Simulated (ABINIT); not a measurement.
Band structure of Mg (P6_3/mmc, 2 atoms in the cell).

```xyz
2
Lattice="3.2117 0.0000 0.0000 -1.6058 2.7814 0.0000 0.0000 0.0000 5.2055" Properties=species:S:1:pos:R:3 pbc="T T T"
Mg     0.0000     1.8543     1.3014
Mg     1.6058     0.9271     3.9041
```

Level of theory: PBE, norm-conserving pseudopotentials (PseudoDojo nc-sr-05 PBE standard) (plane waves; ABINIT).

Settings: pseudos = [Mg.upf]; ecut = 42 Ha; occopt = 7; tsmear = 0.1 eV; ngkpt = 12 12 7; nshiftk = 1; shiftk = 0 0 0; potentials = PseudoDojo nc-sr-05 PBE standard; kptopt = 1; nstep = 80; toldfe1 = 1e-09 Ha; ndtset = 2; getden2 = 1.

The starting cell comes from a database of computed structures (which also holds hypothetical and non-ambient phases and stackings), without a prior relaxation at this level. Its lattice was rescaled by a random factor within 2.5 % of one.

Levels in eV from the Fermi level, bands 7 to 14:
| point | 7 | 8 | 9 | 10 | 11 | 12 | 13 | 14 |
|---|---|---|---|---|---|---|---|---|
| Γ | -42.76 | -42.76 | -6.82 | -1.60 | -1.17 | 10.96 | 10.96 | 11.01 |
| M | -42.77 | -42.76 | -2.07 | -2.06 | 2.70 | 3.09 | 3.31 | 3.74 |
| K | -42.77 | -42.77 | -0.55 | -0.54 | -0.54 | 4.17 | 4.17 | 4.36 |
| A | -42.76 | -42.76 | -5.44 | -5.44 | 5.09 | 5.09 | 11.73 | 11.73 |
| L | -42.77 | -42.77 | -1.03 | -1.03 | -0.39 | -0.39 | 8.03 | 8.03 |
| H | -42.77 | -42.77 | 0.26 | 0.26 | 0.74 | 0.74 | 1.57 | 1.57 |

Bands cross the Fermi level along this path, so the cell is metallic at this level.
